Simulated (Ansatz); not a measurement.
Functionals compared on a constructed model of the (111)A surface of zinc-blende GaAs, Ga-terminated, 2x2 Al adatom at H3 (bottom of the slab: 3 H on 4 bottom sites), in Ansatz (plane waves, PAW). The structure was relaxed with PBE; the other rows are single points on it. Cutoff 420 eV (500 eV for r2SCAN).

Slab: 36 atoms, 13.3 Å thick at the start with caps and adatoms (thin: gaps and levels are the slab's own); k 3x3x1, smearing 0.025 eV, dipole-corrected; 8 atoms held, the rest relaxed; symmetry of the start imposed; no spin, no spin-orbit, no U. In PBE it lies 0.02 eV a 1x1 cell over the lowest computed structure of the same composition (2x2 Al adatom at T4). These notes are the PBE run's.

| functional | gap of the slab on its k-mesh (eV) | highest filled level below the top vacuum level (eV) | rough cost of the single point |
|---|---|---|---|
| PBE | 0.26 | 4.24 | – |
| r2SCAN | … | … | very roughly 6 core-minutes |

Question: What belongs in the gaps?

Answer: 
- r2SCAN, gap of the slab on its k-mesh (eV): 0.54
- r2SCAN, highest filled level below the top vacuum level (eV): 4.40

Ansatz is a quantum-chemistry and plane-wave program.
